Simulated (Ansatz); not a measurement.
System: β-phase InSe (model structure). Method: LDA (plane waves, PAW; Ansatz, an electronic-structure program).

Rigid layers of the crystal as relaxed at this level are moved apart or together:

| run | layer repeat (Å) | energy against free layers (meV/Å²) | gap on the mesh (eV) |
|---|---|---|---|
| 1 | 8.02 | -9.22 | 0.202 |
| 2 | 8.17 | -10.08 | 0.254 |
| 3 | 8.32 | -10.02 | 0.336 |
| 4 | 8.52 | -9.13 | 0.469 |
| 5 | 8.82 | -7.13 | 0.679 |
| 6 | 9.32 | -4.01 | 0.991 |
| 7 | 10.32 | -0.91 | 1.355 |
| 8 | 12.32 | -0.02 | 1.580 |

The lowest energy of these points lies at a layer repeat of 8.17 Å.

Spin–orbit coupling is not included.

A model structure was made by putting elements into a prototype or built by hand; it is no filed structure, need not be a known phase, and can be a saddle point held by its symmetry.
